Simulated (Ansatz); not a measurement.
# Be2C: response to strain

Base system: Be2C (space group Fm-3m, No. 225; a = 4.3106 Å). Axes: x, y, z lie along the cube axes.

Strains are applied to the cell and any free atomic positions relax; under biaxial strain the out-of-plane vector relaxes too.

Computed with PBEsol (Ansatz, a first-principles code, PAW, no spin-orbit coupling).

Candidates:
(a) biaxial strain +2.08 %, plane normal [111], relaxed out of plane
(b) biaxial strain −1.67 %, plane normal [111], relaxed out of plane
(c) biaxial strain +0.83 %, plane normal [111], relaxed out of plane
(d) biaxial strain +1.25 %, plane normal [111], relaxed out of plane
(e) biaxial strain +2.50 %, plane normal [111], relaxed out of plane

Question: Order them by out-of-plane strain, lowest first.

Answer: (e) biaxial strain +2.50 %, plane normal [111], relaxed out of plane (-0.62 %), (a) biaxial strain +2.08 %, plane normal [111], relaxed out of plane (-0.52 %), (d) biaxial strain +1.25 %, plane normal [111], relaxed out of plane (-0.32 %), (c) biaxial strain +0.83 %, plane normal [111], relaxed out of plane (-0.22 %), (b) biaxial strain −1.67 %, plane normal [111], relaxed out of plane (+0.47 %)

Stability against distortions was not tested.
